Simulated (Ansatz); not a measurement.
An Ansatz (an electronic-structure program) run: P with a change (x(Ru) = 0.125, 8 atoms, P1); plane-wave PAW DFT at the PBE-D3(BJ) level (Ansatz, 420 eV), no spin-orbit coupling, earlier PAW set.

Input:

Ansatz 0.2 input:
```yaml
crystal:
  lattice:
    - [4.8582156093, 0, 0]
    - [-0.2098272382, 4.8773653612, 0]
    - [-0.9383249546, -2.3651190673, 4.9087236066]
  atoms:
    - { symbol: P, position: [0.9809133625, 0.9117120469, 0.8389796429] }
    - { symbol: P, position: [0.4547314139, 0.3443728145, 0.7268146602] }
    - { symbol: Ru, position: [0.0699395293, 0.1596717746, 0.3199233266] }
    - { symbol: P, position: [0.5148122354, 0.6125821407, 0.1920312849] }
    - { symbol: P, position: [0.918341051, 0.4144876695, 0.7511535204] }
    - { symbol: P, position: [0.4315859459, 0.89363489, 0.7441395042] }
    - { symbol: P, position: [0.0676166524, 0.5952847144, 0.2270167988] }
    - { symbol: P, position: [0.5620598101, 0.0682539491, 0.1999412619] }
basis: { ecutwfc: 420, ecutrho_ratio: 4, xc_grid: 2, fft_grid_basis: typed }
kpoints: { mp_grid: { grid: [9, 10, 9] } }
hamiltonian:
  xc: pbe
  dispersion: d3bj
  pseudopotentials: { azcp: { folder: ./paw }, kind: paw }
scf: { occupations: { method: fermi_dirac, width: 0.05 }, convergence: { dr2_threshold: 0.0000000008 } }
output: { forces: true, stress: true }
checkpoint: { write: state.ck, write_every: 1000 }
```

Output:

```
WARN ansatz: RAYON_NUM_THREADS=1 ignored (pool sized by the plan → 1); use --threads N
Pseudopotentials: kind: paw
Pseudopotential: P, paw, valence charge 5
Pseudopotential: Ru, paw, valence charge 16
Functional definition: PBE
Crystal: 8 atoms, lattice volume = 116.314 Å³
Basis set: ecut = 420 eV, 2261 PW (Γ), exchange–correlation on 72×72×80 points (8 copies of the dense FFT grid, shifted against one another)
Bands: 34, of which v1, the nominal top of the filled ones, is band 26 counted from 1 (25 counted from 0)
Symmetry: 1 space group operations
Space group: P1 (ITA 1), of the structure as read, at distance tolerance 4.9e-5 Å
k-points: 406 of 810 (time reversal used)
Initial density: superposition of atomic densities (chi_scale 0.1, normalization cell, long waves kept (reshape's long-wave potential 0.00 eV rms))
Initial wavefunctions: pseudopotential atomic-orbital guess
Eigensolver: davidson
Functional: x = pbe(κ = 0.804, μ = 0.2195149727645171), c = pbe(β = 0.06672455060314922)
SCF iter   1: F=—  HF=-11172.897540 eV  |F-HF|=—  |Δ(HF+E_count)|=         —  Δρ=6.28e-2  dr2=4.47e0  ethr=3.10e-3  ⟨swp⟩=9.0  Hψ=80568  notcnv=0  defer=68
all-band conjugate gradients solve this SCF's bands
preconditioner: auto → Kerker (q_TF=auto, 2.378 Å⁻¹)
SCF iter   2: F=—  HF=-11172.346236 eV  |F-HF|=—  |Δ(HF+E_count)|=   5.51e-1  Δρ=3.20e-2  dr2=1.01e0  ethr=3.10e-3  ⟨swp⟩=2.2  Hψ=22018  notcnv=0  defer=628
SCF iter   3: F=—  HF=-11172.185606 eV  |F-HF|=—  |Δ(HF+E_count)|=   1.61e-1  Δρ=4.80e-3  dr2=3.02e-2  ethr=1.98e-3  ⟨swp⟩=2.3  Hψ=19272  notcnv=0  defer=651
SCF iter   4: F=—  HF=-11172.186343 eV  |F-HF|=—  |Δ(HF+E_count)|=   7.37e-4  Δρ=9.76e-4  dr2=1.50e-3  ethr=5.92e-5  ⟨swp⟩=2.4  Hψ=21855  notcnv=0  defer=653
SCF iter   5: F=—  HF=-11172.186653 eV  |F-HF|=—  |Δ(HF+E_count)|=   3.10e-4  Δρ=2.91e-4  dr2=1.59e-4  ethr=2.94e-6  ⟨swp⟩=2.4  Hψ=21919  notcnv=0  defer=653
SCF iter   6: F=—  HF=-11172.186662 eV  |F-HF|=—  |Δ(HF+E_count)|=   9.58e-6  Δρ=7.08e-5  dr2=7.99e-6  ethr=3.12e-7  ⟨swp⟩=2.9  Hψ=23039  notcnv=0  defer=653
SCF iter   7: F=—  HF=-11172.186677 eV  |F-HF|=—  |Δ(HF+E_count)|=   1.51e-5  Δρ=1.65e-5  dr2=4.49e-7  ethr=1.57e-8  ⟨swp⟩=2.7  Hψ=22857  notcnv=0  defer=653
SCF iter   8: F=—  HF=-11172.186676 eV  |F-HF|=—  |Δ(HF+E_count)|=   1.04e-6  Δρ=4.35e-6  dr2=3.34e-8  ethr=8.80e-10  ⟨swp⟩=2.6  Hψ=22548  notcnv=0  defer=653
SCF iter   9: F=—  HF=-11172.186676 eV  |F-HF|=—  |Δ(HF+E_count)|=   3.70e-9  Δρ=1.07e-6  dr2=1.86e-9  ethr=6.56e-11  ⟨swp⟩=2.7  Hψ=22181  notcnv=0  defer=653
SCF iter  10: F=-11172.186676 eV  HF=-11172.186676 eV  |F-HF|=3.46e-11  |Δ(HF+E_count)|=  4.18e-11  Δρ=2.29e-7  dr2=1.04e-10  ethr=1.57e-12  ⟨swp⟩=5.0  Hψ=46046  notcnv=0
SCF 1 converged in 10 iterations: F = -11172.186676 eV  dr2 = 1.04e-10
SCF converged after 10 iterations
Free energy (F): -11172.186676 eV
Harris-Foulkes:  -11172.186676 eV  (|F-HF|=3.46e-11)
Internal energy: -11172.161969 eV  (E = F + TS)
E sigma→0 (E₀):  -11172.174323 eV
Entropy (-TS):   -0.024707 eV (-3.088 meV/atom)
Fermi energy:    12.330745 eV
--- Per-component energies (eV) ---
  E_band       = -39.395954
  E_kinetic    = 955.569465
  E_local      = -2546.586218  (includes V_loc(G=0)·N_el)
  E_nonlocal   = 640.059370
  E_hartree    = 951.856268
  E_xc         = -686.158182
  E_vxc        = -650.497159  (∫ρ·V_xc dr)
  E_paw        = -7409.463014  (= ΣΔE_a)
  E_vpaw       = -341.654669  (= ΣTr[D̂ρ^β])
  E_aug_tail   = 0.000665  (compensation charges beyond the density's cutoff)
  E_ewald      = -3073.466217
  E_disp       = -3.974106  (pairwise vdW)
  E_smearing   = -0.024707  (= −TS)
  E_closure    = 0.000000  (closes the sum)
  Σ components = -11172.186676   (vs F -11172.186676, Δ=0.00e0)
  [band-id]    e_kinetic+e_local+e_nonlocal+2·e_hartree+e_vxc+e_vpaw+e_augmentation_tail = -39.396011   (vs E_band -39.395954, Δ=-5.71e-5)
--- Forces (eV/Å), atoms counted from 1 ---
  atom   1  P      0.00128637     0.00057965    -0.00014894
  atom   2  P      0.00001687    -0.00046309    -0.00051964
  atom   3  Ru    -0.00066743    -0.00227035    -0.00044757
  atom   4  P      0.00049046    -0.00023094     0.00047999
  atom   5  P      0.00024754    -0.00106814     0.00002699
  atom   6  P     -0.00182084     0.00060560    -0.00017726
  atom   7  P     -0.00070272     0.00078515     0.00011343
  atom   8  P      0.00115002     0.00206227     0.00067139
  max |Σ_I F_I| component: 1.60e-6 eV/Å
--- Stress (GPa, compression-positive) ---
       -0.009236      -0.001685       0.002334
       -0.001685       0.000352       0.001629
        0.002334       0.001629      -0.012941
  P = ⅓ Tr σ = -0.0073 GPa (-0.073 kbar)
  The stress holds the Pulay correction. Without it, at fixed plane waves, as pw.x and ABINIT print it: P = -0.0484 GPa
  The stress includes an estimate of the error left by incomplete SCF convergence (largest component -0.0000 GPa).
--- Band table ---
  band table: none
```

These are small ordered cells, not random alloys; other orderings at the same x differ. Whether these cells are dynamically stable was not tested. The final runs are not spin-polarised. An odd electron count without spin: RuP7. The cell was made from P by this change: x(Ru) = 0.125, 8 atoms, P1. RuP7 has a high density of states at the Fermi level and may be magnetic at this level. The program warned that a D3 coordination switch lies within reach, so dispersion energies are less smooth here.
